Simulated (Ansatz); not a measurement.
NiAs-type NiSb was calculated with PBE (PAW; Ansatz, a quantum-chemistry and plane-wave program).

Settings: plane-wave cutoff 520 eV, 18×18×12 k mesh (along the axes of the cell as run), Fermi–Dirac smearing 0.05 eV, no spin polarisation, scalar-relativistic PAW data made under PBE.

Equation-of-state points:

```
V (Å³/atom)  E − E_lowest (meV/atom)  P (GPa)
-----------  -----------------------  -------
16.943                         10.71     5.06
17.296                          2.58     2.38
17.649                          0.00     0.01
18.002                          2.35    -2.10
18.355                          9.07    -3.96
```

Question: Fit the third-order Birch–Murnaghan equation and give B0 and B′.

Answer: V0 = 17.650 Å³/atom, B0 = 112 GPa, B′ = 5.0 (fit to the energies at full precision).

Shape and atoms are relaxed at each volume.

Note: the bulk modulus comes from volumes at which shape and atoms were relaxed.

Spin–orbit coupling is not included.

Computed values are for the static lattice.
